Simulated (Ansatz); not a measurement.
The parent structure is a 30-atom supercell of TiAl (space group P4/mmm, No. 123; a = 2.797 Å, c = 4.032 Å) at its relaxed geometry.

Level of theory: PBEsol (Ansatz, a program for electronic structure; PAW; 420 eV plane waves; spin-orbit coupling left out).

One neutral defect a cell, atoms relaxed at fixed cell.

One change was made to it. Results:

```csv
quantity,base,after
largest displacement of a host atom from its site in the perfect cell,–,0.08 Å
pressure,0.0 GPa,-0.2 GPa
```

Which of these changes matches the shifts?
(A) Al vacancy, symmetric start
(B) Al on a Ti site (antisite)
(C) B on a Al site, symmetric start

B, Al on a Ti site (antisite). For comparison, the pressure in the other runs: Al vacancy, symmetric start gives -1.1 GPa; B on a Al site, symmetric start gives -2.8 GPa.

The cell is small, so the values are those of an ordered compound at a high defect concentration; dilute-limit values will differ. Defects with a symmetric start kept the site's symmetry and may sit on a saddle; the others started slightly shaken. The final runs are not spin-polarised.
